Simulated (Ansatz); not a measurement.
Structure of amorphous Si24O51Y2 (periodic cell):

```xyz
77
Lattice="10.5137 0.0000 0.0000 0.0000 10.5137 0.0000 0.0000 0.0000 10.5137" Properties=species:S:1:pos:R:3 pbc="T T T"
Si     3.1447     7.2780     6.8334
Si     7.5990     4.1547     0.2386
Si    10.0056     5.0071     9.1361
Si     3.9592     7.5141     9.5409
Si     1.3645    10.1404     1.2734
Si     8.8767     6.8570     0.6510
Si     2.7069     0.5935     9.3139
Si     1.9930     5.3512     4.6316
Si     0.3849     7.7155     3.0145
Si     9.2759     3.5892     4.1468
Si     7.1046     9.4080     0.1311
Si     9.4963     0.5502    10.4638
Si     4.9867     4.7840     9.1673
Si     4.7180     8.1854     1.9487
Si     5.2680    10.1168     8.2261
Si     2.1233     3.5845    10.0406
Si     0.9103     2.3674     5.5469
Si     9.4209     8.9540     5.4972
Si     6.6108     2.8749     2.7612
Si     0.5277     2.4718     1.7452
Si     8.8690     5.8978     6.3057
Si     5.6733     5.6886     6.4256
Si     0.2411     0.4755     7.6951
Si     4.8439     5.2992     3.4103
O      0.0495     8.7847     4.2486
O      2.3614     6.0753     6.0304
O      6.0996     1.4392     3.2875
O      9.3158     7.4534     6.1164
O      0.6305     1.9636     7.1231
O      1.2026     0.9838     2.2388
O      1.5028     8.8000     2.2926
O      7.8665     5.6081     1.0028
O      6.5878     9.9632     9.2010
O      1.6915     3.4420     1.1143
O      2.6435    10.3578     0.2890
O      3.2408     5.1100     3.6203
O      1.4078     3.8997     5.1244
O      5.0906     4.6079     7.5314
O      8.0442     8.0790    10.4987
O      9.9668     6.3691    10.0573
O      7.7127     3.4031     3.8496
O      4.2519     9.1611     3.2208
O      4.7799     7.0488     6.5904
O      9.8535     2.3436     5.0199
O      3.7154     7.8346     0.6450
O      7.2744     5.8990     6.6622
O      1.6188    10.3519     8.3399
O      5.4250     4.0192     2.5954
O     10.0030     1.9517     0.6008
O      2.7368     8.6666     6.1230
O      5.5753    10.2970     6.6565
O      1.9225     1.2600     4.9596
O      5.1349     6.7276     2.6277
O      7.4116     2.9479     1.3155
O      2.1139     2.0781     9.4842
O      9.6777     7.3439     2.0248
O      5.1193     6.3658     9.5558
O      8.0665     0.1351     0.6046
O     10.1983     9.9745     6.5238
O      9.6898     5.3032     7.5747
O      5.5356     5.2189     4.8825
O      4.2268     0.7767     8.7660
O      8.0512     9.4901     4.8708
O      0.9984     4.4259     9.2358
O      3.5946     4.2277     9.8137
O      6.2613     4.0700     9.8396
O      5.9980     9.0172     1.2837
O      9.2983     5.0321     4.9689
O      4.4301     8.8088     8.7159
O     10.2290     3.4518     2.7796
O      0.0203     9.8745     0.4262
O      1.0629     6.4030     3.6915
O      8.8717     3.9825     9.7314
O      2.7854     7.0249     8.4631
O      9.5767     0.6192     8.8371
Y      6.1075    10.2413     4.5615
Y      2.3029     9.7852     4.4335
```

Level of theory: PBE, scalar-relativistic without spin-orbit coupling (plane waves to 420 eV, PAW; Ansatz, a first-principles code).

Preparation: random packing, a CHGNet melt and quench, and a DFT relaxation. O atoms were pushed apart under 1.9 Å during the dynamics, to hinder bonds among them. The hot cell started wider than the set density and was brought back towards it in steps. It is the lowest in DFT energy of 2 quenches. It is a model cell: composition and starting density were chosen by hand, and all elements were melted together. No dispersion term was used. Its density started from a set value of 2.38 and ended at 2.38 g/cm³. The simulated quench (nominally 320 K/ps over its main leg) is rapid and tends to freeze in more defects than a deposited or slowly cooled glass has. One small periodic cell is one sample of the glass; other quenches scatter about these values. The volume was held where the preparation left it, at a PBE pressure of -1.8 GPa (tension). Stress components on the final sampling reach 3.2 GPa.

Cut-offs for bonds: Si-Si 2.60 Å, Si-O 1.90 Å, Si-Y 3.09 Å, O-O 1.58 Å, O-Y 2.82 Å, Y-Y 3.74 Å. Two cations that share two anions don't count as bonded, nor two that share one unless they lie closer than Si-Si 2.38 Å, Si-Y 3.01 Å, Y-Y 3.64 Å.

Q: Give the coordination numbers, mean bond lengths and angles.

A: 
- Mean coordination of Si by anions: 4.00 (24 with 4)
- Mean coordination of O: 2.06 (48 with 2, 3 with 3)
- Mean coordination of Y by anions: 4.50 (1 with 4, 1 with 5)
- Mean Si-O bond: 1.641 Å (spread 0.024 Å, 96 counted)
- Mean O-Y bond: 2.271 Å (spread 0.182 Å, 9 counted)
- Bond angle at Si: mean 109.4°, spread 5.5°
- Bond angle at O: mean 139.9°, spread 18.4°
- Bond angle at Y: mean 105.6°, spread 19.4°

Q: Which atoms depart from the most common coordination of their element?

A: O25 has 3 (Si9 1.67 Å, Si18 1.70 Å, Y77 2.47 Å); O31 has 3 (Si5 1.69 Å, Si9 1.72 Å, Y77 2.49 Å); O42 has 3 (Si14 1.67 Å, Y77 2.38 Å, Y76 2.53 Å); Y77 has 5 (O50 2.07 Å, O52 2.09 Å, O42 2.38 Å, O25 2.47 Å, O31 2.49 Å).

Q: List the pairs of like atoms that count as bonded by the rules above.

A: There are none by these rules.

Q: What Bader charges do the atoms carry, from a run on the zone centre alone?

A: Means (range): Si +3.28 e (+3.25 to +3.30), O -1.63 e (-1.66 to -1.51), Y +2.24 e (+2.22 to +2.25).
```csv
atom,charge (e)
Si1,+3.26
Si2,+3.28
Si3,+3.29
Si4,+3.27
Si5,+3.26
Si6,+3.28
Si7,+3.28
Si8,+3.29
Si9,+3.26
Si10,+3.28
Si11,+3.28
Si12,+3.28
Si13,+3.29
Si14,+3.25
Si15,+3.28
Si16,+3.30
Si17,+3.26
Si18,+3.27
Si19,+3.27
Si20,+3.26
Si21,+3.29
Si22,+3.29
Si23,+3.28
Si24,+3.29
O25,-1.63
O26,-1.65
O27,-1.53
O28,-1.65
O29,-1.63
O30,-1.64
O31,-1.62
O32,-1.64
O33,-1.64
O34,-1.63
O35,-1.64
O36,-1.65
O37,-1.64
O38,-1.64
O39,-1.65
O40,-1.64
O41,-1.65
O42,-1.55
O43,-1.65
O44,-1.64
O45,-1.63
O46,-1.65
O47,-1.64
O48,-1.64
O49,-1.64
O50,-1.51
O51,-1.54
O52,-1.52
O53,-1.65
O54,-1.63
O55,-1.66
O56,-1.64
O57,-1.65
O58,-1.63
O59,-1.65
O60,-1.65
O61,-1.65
O62,-1.64
O63,-1.53
O64,-1.64
O65,-1.65
O66,-1.65
O67,-1.65
O68,-1.64
O69,-1.66
O70,-1.64
O71,-1.65
O72,-1.64
O73,-1.64
O74,-1.62
O75,-1.64
Y76,+2.25
Y77,+2.22
```
